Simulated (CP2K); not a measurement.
Band structure of HfGa4Co (P4/mmm, 6 atoms in the cell).

```
CELL_PARAMETERS angstrom
      4.02791     0.00000     0.00000
      0.00000     4.02791     0.00000
      0.00000     0.00000     6.30101
ATOMIC_POSITIONS crystal
  Hf 0.00000 0.00000 0.00000
  Ga 0.50000 0.00000 0.70679
  Ga 0.50000 0.00000 0.29321
  Ga 0.00000 0.50000 0.70679
  Ga 0.00000 0.50000 0.29321
  Co 0.00000 0.00000 0.50000
```

Method: PBEsol, GPW, DZVP-MOLOPT-SR-GTH basis, GTH-PBE potentials (GTH_POTENTIALS) (CP2K).

Settings: CUTOFF = 600 Ry; REL_CUTOFF = 60 Ry; SMEAR/METHOD = GAUSSIAN; SIGMA = 0.1 eV; KPOINTS/SCHEME = MONKHORST-PACK 5 5 3; XC_FUNCTIONAL = PBE:PBESOL; Hf/BASIS_SET = DZVP-MOLOPT-SR-GTH; Hf/POTENTIAL = GTH-PBE-q12; Ga/BASIS_SET = DZVP-MOLOPT-SR-GTH; Ga/POTENTIAL = GTH-PBE-q13; Co/BASIS_SET = DZVP-MOLOPT-SR-GTH; Co/POTENTIAL = GTH-PBE-q17; METHOD = GPW; EPS_DEFAULT = 1e-10.

The starting cell comes from a database of computed structures (which also holds hypothetical and non-ambient phases and stackings), without a prior relaxation at this level. Its lattice was rescaled by a random factor within 2.5 % of one. Spin-orbit coupling is off. Spin polarisation is off. Values carry the incompleteness of an atom-centred basis. The potentials were made for another functional than the one used.

Levels in eV from the Fermi level, bands 37 to 42:
```csv
point,37,38,39,40,41,42
Γ,-1.44,-1.44,-1.26,0.65,0.65,0.71
X,-1.72,-1.34,-0.88,0.66,0.87,1.06
M,-1.25,-1.13,-0.94,-0.83,-0.83,-0.75
Z,-2.27,-1.39,-1.26,0.17,1.12,2.13
R,-1.18,-1.17,-1.05,-0.95,0.82,1.60
A,-1.52,-1.18,-0.82,-0.82,-0.81,-0.81
```

Bands cross the Fermi level along this path, so the cell is metallic at this level.

Higher empty bands are left out: an atom-centred basis made for the valence describes them poorly.
